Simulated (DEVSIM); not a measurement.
Structure: Si p+/n-/n+ power diode, at 250 K.

| layer (left to right) | material | thickness (μm) | Nd (cm⁻³) | Na (cm⁻³) | τn (s) | τp (s) |
|---|---|---|---|---|---|---|
| 1 | Si | 1.30 | - | 1.9e18 | 1.7e-7 | 1.7e-7 |
| 2 | Si | 26.0 | 1.2e15 | - | 1.7e-7 | 1.7e-7 |
| 3 | Si | 3.10 | 1.5e18 | - | 1.7e-7 | 1.7e-7 |

Left contact: ohmic. Right contact: ohmic. Voltage is applied to the left contact. Recombination: SRH at mid-gap. Mobility is constant in doping. Where it depends on doping, it is μmin + (μ − μmin)/(1 + (N/Nref)^α).

This is a model device: material constants are rounded textbook-type values typed into the input, and sizes, dopings and lifetimes were drawn at random. Values at 300 K; Nc and Nv go as T^1.5, mobilities as T to minus their exponent, the gap by Varshni's rule with the affinity fixed. The table also holds parameters that only a changed run uses.

| parameter | Si |
|---|---|
| gap (eV) | 1.124 |
| affinity (eV) | 4.05 |
| permittivity | 11.7 |
| Nc (cm⁻³) | 2.86e19 |
| Nv (cm⁻³) | 3.1e19 |
| μn (cm²/Vs) | 1417 |
| μp (cm²/Vs) | 470 |
| μn,min | 52 |
| μp,min | 45 |
| Nref,n | 9.7e16 |
| Nref,p | 2.2e17 |
| αn | 0.68 |
| αp | 0.72 |
| T exponent of μn | 2.3 |
| T exponent of μp | 2.2 |
| Cn (cm⁶/s) | 2.8e-31 |
| Cp (cm⁶/s) | 9.9e-32 |
| Varshni α (eV/K) | 0.000473 |
| Varshni β (K) | 636 |

Simulated with DEVSIM: 1D drift-diffusion, Boltzmann statistics, complete ionisation; no tunnelling, impact ionisation, image-force lowering or self-heating.

Base results: dark forward voltage at 1 A/cm² (V) 0.715; dark forward voltage at 100 A/cm² (V) 0.878; potential step across the device at zero bias (V) 1.024.

Q: What follows from this one change: thickness of layer 2 26 → 9.1 μm?

A: dark forward voltage at 1 A/cm² 0.715 → 0.738 V; dark forward voltage at 100 A/cm² little changed (0.875 V); potential step across the device at zero bias little changed (1.024 V).

Q: What follows from this one change: doping Nd of layer 2 1.2e+15 → 3.6e+15 cm^-3?

A: dark forward voltage at 1 A/cm² 0.715 → 0.729 V; dark forward voltage at 100 A/cm² little changed (0.878 V); potential step across the device at zero bias little changed (1.024 V).

Q: What follows from this one change: doping Nd of layer 3 1.5e+18 → 4.5e+18 cm^-3?

A: dark forward voltage at 1 A/cm² little changed (0.715 V); dark forward voltage at 100 A/cm² little changed (0.879 V); potential step across the device at zero bias 1.024 → 1.048 V.

Q: What follows from this one change: doping-dependent mobility in place of the constant one?

A: dark forward voltage at 1 A/cm² little changed (0.717 V); dark forward voltage at 100 A/cm² 0.878 → 0.896 V; potential step across the device at zero bias little changed (1.024 V).
